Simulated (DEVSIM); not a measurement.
# Si n-i-p diode

System: Si n-i-p diode, at 300 K.

```tsv
layer (left to right)	material	thickness (μm)	Nd (cm⁻³)	Na (cm⁻³)	τn (s)	τp (s)
1	Si	0.510	3.5e17	-	4.4e-6	4.4e-6
2	Si	0.540	-	2.4e12	1.3e-5	4.4e-6
3	Si	2.10	-	4e17	4.4e-6	4.4e-6
```

Left contact: ohmic. Right contact: ohmic. Voltage is applied to the left contact. Recombination: SRH at mid-gap, radiative, Auger. Mobility is μmin + (μ − μmin)/(1 + (N/Nref)^α).

Constants are typed, rounded textbook-type inputs, not results; the design itself was drawn at random and stands for no fabricated device. Values at 300 K.

```csv
parameter,Si
gap (eV),1.124
affinity (eV),4.05
permittivity,11.7
Nc (cm⁻³),2.86e19
Nv (cm⁻³),3.1e19
μn (cm²/Vs),1417
μp (cm²/Vs),470
"μn,min",52
"μp,min",45
"Nref,n",9.7e16
"Nref,p",2.2e17
αn,0.68
αp,0.72
B (cm³/s),4.7e-15
Cn (cm⁶/s),2.8e-31
Cp (cm⁶/s),9.9e-32
```

Model (solved in DEVSIM): 1D drift-diffusion, Boltzmann statistics, complete ionisation; no tunnelling, impact ionisation, image-force lowering or self-heating.

* **Potential step across the device at zero bias**: 0.898 V
* **Dark forward voltage at 1 A/cm²**: 0.659 V
* **Dark forward voltage at 100 A/cm²**: 0.781 V

Dark forward current:

```tsv
V (V)	J (A/cm²)
-0.05	-1.3e-9
-0.10	-4.9e-9
-0.15	-1.7e-8
-0.20	-6.1e-8
-0.25	-2.6e-7
-0.30	-1.3e-6
-0.35	-7.6e-6
-0.40	-4.8e-5
-0.45	-0.00032
-0.50	-0.0022
-0.55	-0.015
-0.60	-0.10
-0.65	-0.71
-0.70	-4.8
-0.75	-33
-0.80	-200
-0.85	-990
-0.90	-3300
```

Dark reverse current:

```json
[
 {"V (V)": "0.04", "J (A/cm²)": "4.6e-10"},
 {"V (V)": "0.10", "J (A/cm²)": "8.5e-10"},
 {"V (V)": "0.20", "J (A/cm²)": "1.3e-9"},
 {"V (V)": "0.30", "J (A/cm²)": "1.7e-9"},
 {"V (V)": "0.40", "J (A/cm²)": "2.0e-9"},
 {"V (V)": "0.60", "J (A/cm²)": "2.5e-9"},
 {"V (V)": "0.80", "J (A/cm²)": "2.8e-9"},
 {"V (V)": "1.00", "J (A/cm²)": "3.1e-9"},
 {"V (V)": "1.30", "J (A/cm²)": "3.4e-9"},
 {"V (V)": "1.60", "J (A/cm²)": "3.7e-9"},
 {"V (V)": "2.00", "J (A/cm²)": "3.9e-9"}
]
```
